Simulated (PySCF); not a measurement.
PySCF 2.14.0, B3LYP/def2-svp, df: W(O)(Cl)2(OH)2 ([O]=[W]([OH])([OH])([Cl])[Cl]), 8 atoms. The geometry is a generated start, not checked to be a minimum at this level.

```
Item                                                 Value
-------------------------  -------------------------------
task                                                energy
method                                               b3lyp
basis                                             def2-svp
two-electron scheme                        density fitting
mol.max_memory                                     3000 MB
mf.max_cycle                                           100
mf.init_guess                              minao (default)
mf.DIIS                                    CDIIS (default)
mf.conv_tol                                1e-09 (default)
mf.grids.level                                 3 (default)
effective core potentials  those of the basis set, past Kr
basis functions                                        120
grid points                                         123936
```

```xyz
8

W      0.1226    -0.1015     0.1279
O      1.1064    -1.0111     1.1314
Cl    -1.0484    -1.7468    -1.0364
Cl     0.7281     2.0739     0.6938
O      1.0428     0.1653    -1.4184
H      1.6709     0.2000    -2.1526
O     -1.4308     0.1998     1.0297
H     -2.1916     0.2204     1.6247
```

Charge 0 and multiplicity 1 are set for this test and not shown to be the ground state.

One run each on 2 threads, 1 BLAS thread. Values of diis_space tried: 3, 5, 8 (default), 12, 20.

Question: Which value of diis_space needs the fewest Fock builds, and what happens away from it?

Answer: Fewest Fock builds, within one of each other: 8 (default) with 15, 12 with 14, 20 with 14. The count rises to 21 at 3. All converge to one solution.

| diis_space | Fock builds | end |
|---|---|---|
| 3 | 21 | same solution |
| 5 | 17 | same solution |
| 8 (default) | 15 | same solution |
| 12 | 14 | same solution |
| 20 | 14 | same solution |
